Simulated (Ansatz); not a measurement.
Input and output of a relaxation of the atoms for CsHO (Cm, 6 atoms in the cell) (Ansatz, a first-principles code).

Computed with LDA (PW92), default PAW files made with PBE (plane waves; Ansatz).

The change in words: one atom moved by 0.15 angstrom; relax: default → atoms; relax.f_tol: default → 0.2 eV/Å. Reference geometry:
```
CsHO
1.0
    2.15466    -5.67426     0.00000
    2.15466     5.67426     0.00000
    0.00000     0.00000     4.49076
Cs H O
2 2 2
Direct
  0.86163   0.13837   0.73669
  0.13837   0.86163   0.23669
  0.53301   0.46699   0.60760
  0.46699   0.53301   0.10760
  0.59166   0.40834   0.76542
  0.40834   0.59166   0.26542
```

Reference input (self-consistent single point, DFT, LDA (PW92), plane waves, default PAW files made with PBE): basis.ecutwfc = 420 eV; kpoints.mp_grid.grid = 6 6 6; hamiltonian.xc = lda; hamiltonian.pseudopotentials = {kind: paw} (the program's default PAW files); scf.occupations.method = fixed. This run's input differs from it in these lines:

```diff
@@ -7,3 +7,3 @@
   atoms:
-    - { symbol: Cs, position_ang: [2.15466200, -4.10396601, 3.30829577] }
+    - { symbol: Cs, position_ang: [2.15466200, -4.10396601, 3.45829604] }
     - { symbol: Cs, position_ang: [2.15466200, 4.10396601, 1.06291727] }
@@ -22,2 +22,4 @@
   occupations: { method: fixed }
+relax:
+  f_tol: 0.2
 output:
```

Output, abridged:

```
   [... SCF lines of the steps left out ...]
relax step   1: F+E_penalty+E_count = -12154.58955031 eV  Δ(F+E_penalty+E_count) = +0.000e0 eV  max|allowed force component| = 6.269e-1 eV/Å  Δτ_max = 0.0000 Å  (6 SCF iters, dr2 threshold 1.00e-4 eV, accepted)
relax step   2: F+E_penalty+E_count = -12154.61787356 eV  Δ(F+E_penalty+E_count) = -2.832e-2 eV  max|allowed force component| = 3.588e-1 eV/Å  Δτ_max = 0.1946 Å  (8 SCF iters, accepted)
relax step   3: F+E_penalty+E_count = -12154.63407422 eV  Δ(F+E_penalty+E_count) = -1.620e-2 eV  max|allowed force component| = 8.752e-2 eV/Å  Δτ_max = 0.0659 Å  (8 SCF iters, accepted)
the relaxation is at rest under the 2 symmetry operations that the run kept from its start: a minimum is not shown …
Free energy (F): -12154.634074 eV
Internal energy: -12154.634074 eV  (E = F + TS)
E sigma→0 (E₀):  -12154.634074 eV
Fermi energy:    4.359746 eV
--- Forces (eV/Å), atoms counted from 1 ---
  atom   1  Cs     0.00000000    -0.01633558     0.00813867
  atom   2  Cs     0.00000000     0.02604783    -0.05956646
  atom   3  H      0.00000000     0.05163977    -0.07097767
  atom   4  H      0.00000000    -0.01819358     0.02509976
  atom   5  O      0.00000000     0.00490965     0.08751878
  atom   6  O      0.00000000    -0.04807973     0.00978578
--- Stress (GPa, compression-positive) ---
   [... lines left out ...]
    - { symbol: H, position: [0.5318240922004868, 0.46817590779951324, 0.6123305976577815] }
    - { symbol: H, position: [0.46796701403651275, 0.5320329859634872, 0.10862880339655247] }
    - { symbol: O, position: [0.5879184693440773, 0.4120815306559226, 0.7811334132976381] }
    - { symbol: O, position: [0.4125420405114352, 0.5874579594885647, 0.2796659115932302] }
```

The run converged. 

Summary of the result:
| Item | Result |
|---|---|
| Free energy E − TS (on the zero of these files) | -12154.6341 eV |
| Top of the valence band (on the code's own zero) | 4.36 eV |
| Gap on the k-point mesh | 3.59 eV |
| Pressure | -2.81 GPa |
| Largest force (vector length) | 0.088 eV/Å |
| Relaxation steps | 3 |

The starting cell comes from a database of computed structures (which also holds hypothetical and non-ambient phases and stackings), without a prior relaxation at this level. Its lattice was rescaled by up to half a per cent. For this run, on top of that: one atom moved by 0.15 angstrom. Ansatz's pressure includes its estimate of the finite-basis (Pulay) stress.

Cost on one core of a shared machine: roughly 60 s.

Keys are those of Ansatz 0.2.
